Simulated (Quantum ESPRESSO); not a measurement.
Troubleshooting Quantum ESPRESSO: a failed run on MnGe (P2_13, 8 atoms in the cell). The aim is a self-consistent single point with DFT, LDA (PZ), plane waves, GBRV 1.5 ultrasoft (LDA) pseudopotentials.

Cell that was meant: a = 4.7250 Å, b = 4.7250 Å, c = 4.7250 Å, α = 90.00°, β = 90.00°, γ = 90.00°.

Part of the input:

```fortran
Ge    0.34236000    0.84236000    0.65764000
Ge    0.15764000    0.15764000    0.15764000
Ge    0.84236000    0.65764000    0.34236000
Ge1    0.65764000    0.34236000    0.84236000
K_POINTS automatic
7 7 7  0 0 0
```

The program printed (abridged):

```
     This program is part of the open-source Quantum ESPRESSO suite
     for quantum simulation of materials; please cite

 %%%%%%%%%%%%%%%%%%%%%%%%%%%%%%%%%%%%%%%%%%%%%%%%%%%%%%%%%%%%%%%%%%%%%%%%%%%%%%
     Error in routine read_cards (8):
     species Ge1 in ATOMIC_POSITIONS is nonexistent
 %%%%%%%%%%%%%%%%%%%%%%%%%%%%%%%%%%%%%%%%%%%%%%%%%%%%%%%%%%%%%%%%%%%%%%%%%%%%%%

     stopping ...
```

### Question
From the messages shown, name the fault and mend the input.

### Answer
The fault is an atom label that is not in the list of species. Labels in the positions must match the species card. To fix it, correct the label. The program stopped before any SCF iteration.

The sound input it was made from differs as follows (other fixes are possible):
```diff
-Ge1    0.65764000    0.34236000    0.84236000
+Ge    0.65764000    0.34236000    0.84236000
```

With that input, the run converged in 16 iterations: free energy E − TS -23091.5959 eV; Fermi level (on the code's own zero) 16.00 eV; pressure -10.91 GPa; largest force (vector length) 0.176 eV/Å; size of the cell's spin moment 6.93 μB (DFT, LDA (PZ), plane waves, GBRV 1.5 ultrasoft (LDA) pseudopotentials).

On the sound input: the starting cell comes from a database of computed structures (which also holds hypothetical and non-ambient phases and stackings), without a prior relaxation at this level. The magnetic order is the one reached from the typed start; others were not searched systematically. With a pressure of about -11 GPa the cell is away from its equilibrium volume at this level.
